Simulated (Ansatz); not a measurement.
## PbSe: response to strain

The reference is PbSe in the rock salt structure (space group Fm-3m, No. 225; a = 6.041 Å). Axes: x, y, z lie along the cube axes.

Strains are applied to the cell and any free atomic positions relax.

All numbers come from Ansatz (a first-principles code) LDA, without spin-orbit coupling.

Notes on the quantities. energy relative to the base: free energy F.

```csv
variant,volume per atom,energy relative to the base
base,27.55 Å³,0 meV/atom
tensor shear ε_xy = +0.29 %,27.55 Å³,+0.1 meV/atom
tensor shear ε_xy = +1.71 %,27.55 Å³,+1.7 meV/atom
tensor shear ε_xy = +2.00 %,27.54 Å³,+2.4 meV/atom
tensor shear ε_xy = +0.57 %,27.55 Å³,+0.2 meV/atom
tensor shear ε_xy = +0.86 %,27.55 Å³,___
tensor shear ε_xy = +1.43 %,27.55 Å³,+1.2 meV/atom
tensor shear ε_xy = +1.14 %,27.55 Å³,+0.8 meV/atom
```

Question: Complete the table.

Answer: 
- tensor shear ε_xy = +0.86 %, energy relative to the base: +0.4 meV/atom

A case with no gap was solved on a k-mesh chosen for an insulator, which is coarse for it. Whether these cells are dynamically stable was not tested. The final runs are not spin-polarised.
